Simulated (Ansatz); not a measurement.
# LiNbO3: strain along the normal

LiNbO3 (R3c, 10.146 Å³/atom and stress up to 0.01 GPa in the relaxed cell, c along z) under an equal strain ε in the (0001) plane with the normal axis free, as in a coherent film. LDA in Ansatz, a plane-wave DFT program (PAW, default set), 420 eV, 8×8×8 Γ-centred mesh, Fermi-Dirac smearing 0.05 eV; ions are relaxed, or left where forces stay under 0.02 eV/Å, within the symmetry of each cell.

Here s stands for strain and y for normal strain.

```
strain (%)  normal strain (%)
----------  -----------------
-3.00                       ?
-1.50                    0.97
-0.75                    0.48
0.00                     0.00
0.75                    -0.46
1.50                    -0.91
```

Taking a straight line for y over the 5 complete rows: Means: s 0, y 0.016. About the means, the sum of products is -3.5250 and the sum of squares of s is 5.6250; the slope is their ratio. Least squares gives y = 0.016 - 0.6267·s. Residuals (row less fit): 0.014, -0.006, -0.016, -0.006, 0.014; standard error 0.015 (degrees of freedom: 3). The slope, -0.627 ± 0.007, is the elastic response of the normal axis, −2C13/C33.

**Question.** Estimate the missing y (s = -3.00); what did the run itself give?

**Answer.** y = 0.016 - 0.6267 × (-3.00) = 1.896%. The calculation gives 2.00%, 0.104% above the prediction (3.6 % of the range of y in the table). The row lies outside the fitted rows, so this is an extrapolation. From the scatter of the fitted rows alone, a prediction at this place has a standard error of 0.026%, so the miss is 4.0 times that.

A polynomial of degree 2 through the 8 other runs of the series gives 2.01 there, so most of the miss is curvature that the fit leaves out. The start is a measured cell from the literature; how it stands against other phases or cation orders wasn't checked. Rows are the converged runs of the series near zero and its far end; series whose fitted rows scatter by over a few per cent of the range, as at a crossing or softening among them, aren't shown in this form, nor equations of state whose B0' disagrees with the runs' pressures. Most that stay on the fit to the last digits aren't either.
